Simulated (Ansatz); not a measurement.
Amorphous Si24O47F2, 73 atoms at 2.31 g/cm³, one PBE-relaxed geometry, zone centre. Methods: PBE, scalar-relativistic without spin-orbit coupling (Ansatz, a program for electronic structure); r2SCAN, scalar-relativistic without spin-orbit coupling (Ansatz); HSE06, scalar-relativistic without spin-orbit coupling (Ansatz). Plane waves to 420 eV (r2SCAN 500 eV); exact exchange is cut at the cell's faces. At PBE the levels at the filled edge of the gap are localised (band-tail or defect states). All rungs ran without spin polarisation.

Preparation: random packing, a CHGNet melt and quench, and a DFT relaxation. O and F atoms were pushed apart under 1.9 Å during the dynamics, to hinder bonds among them. The hot cell started wider than the set density and was brought back towards it in steps. It is the lowest in DFT energy of 2 quenches. It is a model cell: composition and starting density were chosen by hand, and all elements were melted together. No dispersion term was used. Its density started from a set value of 2.21 and ended at 2.31 g/cm³. The simulated quench (nominally 480 K/ps over its main leg) is rapid and tends to freeze in more defects than a deposited or slowly cooled glass has. One small periodic cell is one sample of the glass; other quenches scatter about these values. Volume and shape were free in the relaxation.

The relaxation ran on the zone centre alone. At PBE the level gap is 5.21 eV on a 2×2×2 Γ-centred mesh, and the spacing at the zone centre alone 5.23 eV.

What zone-centre spacing does r2SCAN give, roughly?

5.93 eV (+0.70 eV against PBE).

What zone-centre spacing does HSE06 give, roughly?

7.09 eV (+1.86 eV against PBE).

The highest filled and the lowest empty state spread over these numbers of atoms (participation numbers): PBE: 9.2 and 62.7; r2SCAN: 8.7 and 64.8; HSE06: 9.9 and 64.5.
